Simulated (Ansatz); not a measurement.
The reference is a 12-atom supercell of HfSi$_{2}$ (space group Cmcm, No. 63; a = 3.683 Å, b = 14.598 Å, c = 3.658 Å) at its relaxed geometry.

(Cell as relaxed with PBE.)

Levels (all Ansatz, a first-principles code, PAW): PBE (420 eV, scalar-relativistic without spin-orbit coupling); PBEsol (420 eV, scalar-relativistic without spin-orbit coupling).

Each level relaxes its own structure.

The change: one Hf atom is replaced by Si, atoms relaxed at fixed cell, starting from a slightly rattled geometry.

```csv
quantity,PBE,PBEsol
largest displacement of a host atom from its site in the perfect cell,1.54 Å,___
pressure,-1.2 GPa,___
shift of the substituted atom off its lattice site,1.20 Å,___
```

Q: What does PBEsol give?

A: 
- largest displacement of a host atom from its site in the perfect cell, PBEsol: 1.50 Å
- pressure, PBEsol: -1.1 GPa
- shift of the substituted atom off its lattice site, PBEsol: 1.20 Å

PBE's largest displacement of a host atom from its site in the perfect cell lies 0.04 Å above PBEsol's; the two agree on the shift of the substituted atom off its lattice site. Neither level is exact; PBEsol is the comparison here, not a measurement.

The cell is small, so the values are those of an ordered compound at a high defect concentration; dilute-limit values will differ. All final runs are without spin polarisation.
